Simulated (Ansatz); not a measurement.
L1₂ (Cu3Au-type) Pt3Ti

Calculation: PBE-D3(BJ) (plane waves, PAW; Ansatz, a program for electronic structure).

Run with plane-wave cutoff 520 eV, 14×14×14 k mesh, Fermi–Dirac smearing 0.05 eV, no spin polarisation, scalar-relativistic PAW data made under PBE.

Cell (relaxed at this level):

```cif
data_Pt3Ti
_chemical_formula_sum 'Ti1 Pt3'
_space_group_name_H-M_alt 'P 1'
_space_group_IT_number 1
_cell_length_a 3.90415
_cell_length_b 3.90415
_cell_length_c 3.90415
_cell_angle_alpha 90.000
_cell_angle_beta 90.000
_cell_angle_gamma 90.000
loop_
_space_group_symop_operation_xyz
  'x, y, z'
loop_
_atom_site_label
_atom_site_type_symbol
_atom_site_fract_x
_atom_site_fract_y
_atom_site_fract_z
_atom_site_occupancy
Ti1 Ti 0.00000 0.00000 0.00000 1
Pt1 Pt 0.00000 0.50000 0.50000 1
Pt2 Pt 0.50000 0.00000 0.50000 1
Pt3 Pt 0.50000 0.50000 0.00000 1
```

- bulk modulus = 260 GPa
- band gap = none
- pressure derivative B′ of the bulk modulus = 5.0

Spin–orbit coupling is not included.

Static lattice: no zero-point or thermal effects.

Computing time: around 3 core-minutes (rough).
